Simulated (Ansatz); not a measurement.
Hypothetical R-3m LuCuSe2, response to strain

Consider LuCuSe2 (space group R-3m, No. 166; a = 3.995 Å, c = 18.405 Å (hexagonal axes); a hypothetical phase, not in the database extracts checked). Axes: x lies along a and z along c of the hexagonal cell.

Strains are applied to the cell and any free atomic positions relax; under biaxial strain the out-of-plane vector relaxes too.

All numbers come from Kohn–Sham DFT with the PBE functional, run in Ansatz (a quantum-chemistry and plane-wave program) with PAW and 420 eV plane waves, without spin-orbit coupling.

Before the change:

```
Item        Value
--------  -------
Band gap  1.04 eV
```

Question: The aim is a band gap between 0.88 eV and 0.96 eV. Which of these changes reaches it?
A. uniaxial strain ε_zz = −1.17 %
B. biaxial strain +1.74 %, plane normal [001], relaxed out of plane
C. isotropic strain +1.06 %
D. tensor shear ε_xy = −1.37 %

Answer: D, tensor shear ε_xy = −1.37 %. It gives 0.91 eV; isotropic strain +1.06 % gives 1.12 eV; biaxial strain +1.74 %, plane normal [001], relaxed out of plane gives 1.18 eV; uniaxial strain ε_zz = −1.17 % gives 1.06 eV. Changes not listed may reach it too

No phonon test of stability was made. The final runs are not spin-polarised.
